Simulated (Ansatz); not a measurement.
The parent structure is GaN in the zinc blende structure (space group F-43m, No. 216; a = 4.498 Å). Axes: x, y, z lie along the cube axes.

The values are results of Ansatz (a quantum-chemistry and plane-wave program) r2SCAN, no spin-orbit coupling, not measurements.

It is then changed as follows: biaxial strain −1.67 %, plane normal [111], relaxed out of plane (Cartesian); in-plane vectors clamped, the third vector and the atoms free.

### Question
How does this affect the out-of-plane strain?

### Answer
The out-of-plane strain amounts to +0.74 %.

### Question
How does this affect the energy relative to the base?

### Answer
The energy grows by 9.5 meV/atom.

Whether these cells are dynamically stable was not tested. This is not the structure that GaN has at room temperature and ambient pressure.
